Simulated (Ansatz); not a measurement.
System: MgS (P6₃mc, No. 186; start mp-1185942; another space group than a measured phase of this formula). Method: G0W0@PBEsol in Ansatz (plane waves, hard PAW, contour deformation).

The same calculation (at the PBEsol cell, 22.542 Å³/atom) with different numerical settings; throughout: k mesh 3×3×2:

```
run  response cutoff (eV)  empty bands  quasiparticle gap on the mesh (eV)  quasiparticle gap at Γ (eV)   rough time
---  --------------------  -----------  ----------------------------------  ---------------------------  -----------
1                     100          376                               4.852                        4.852    50 core-s
2                     150          691                               4.927                        4.927   3 core-min
3                     200         1064                               4.963                        4.963  10 core-min
4                     250         1487                               4.984                        4.984  20 core-min
5                     300         1954                                 ___                          ___  30 core-min
```

### Question
What belongs in the gaps?

### Answer

- 5, quasiparticle gap on the mesh (eV): 4.997
- 5, quasiparticle gap at Γ (eV): 4.997

In the column quasiparticle gap on the mesh (eV) the first row differs from the last by -0.145 and the next to last by -0.013.

The last row is no converged limit: other settings stay fixed.

A start named mp-… is a Materials Project structure, which can be a computed phase never made.

Ansatz is a quantum-chemistry and plane-wave program.
